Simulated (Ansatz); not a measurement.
**Ga2O3: transverse stress against strain**

Ga2O3 (corundum, R-3c, 9.411 Å³/atom at rest, c along z) under a strain ε along a direction in the basal plane (axis x), the other axes held. LDA in Ansatz, a plane-wave DFT program (PAW, default set), 420 eV, 8×8×8 Γ-centred mesh, Fermi-Dirac smearing 0.05 eV; ions are relaxed within the symmetry of each cell. Stress is positive for a compressed cell.

Here s stands for strain and y for stress zz.

```csv
strain (%),stress zz (GPa)
-3.00,?
-1.50,2.30
-0.75,1.12
0.00,0.00
0.75,-1.06
1.50,-2.04
```

Using a straight line, estimate the missing y at s = -3.00 from the other rows, showing the fit.

Means: s 0, y 0.064. About the means, the sum of products is -8.1450 and the sum of squares of s is 5.6250; the slope is their ratio. Least squares gives y = 0.064 - 1.4480·s. Residuals (row less fit): 0.064, -0.030, -0.064, -0.038, 0.068; standard error 0.071 (degrees of freedom: 3). The slope gives the elastic constant C13 = 145 ± 3 GPa. At the withheld row, y = 0.064 - 1.4480 × (-3.00) = 4.408 GPa. The calculation gives 4.91 GPa, 0.502 GPa above the prediction (7.2 % of the range of y in the table). The row lies outside the fitted rows, so this is an extrapolation. From the scatter of the fitted rows alone, a prediction at this place has a standard error of 0.119 GPa, so the miss is 4.2 times that.

One order more, fitted to all 9 runs of the series, follows each within 0.01, so the miss is the next term of a smooth law. Ga2O3 is here the metastable α form; monoclinic β is stable. Rows are the converged runs of the series near zero and its far end; series whose fitted rows scatter by over a few per cent of the range, as at a crossing or softening among them, aren't shown in this form. Most that stay on the fit to the last digits aren't either.
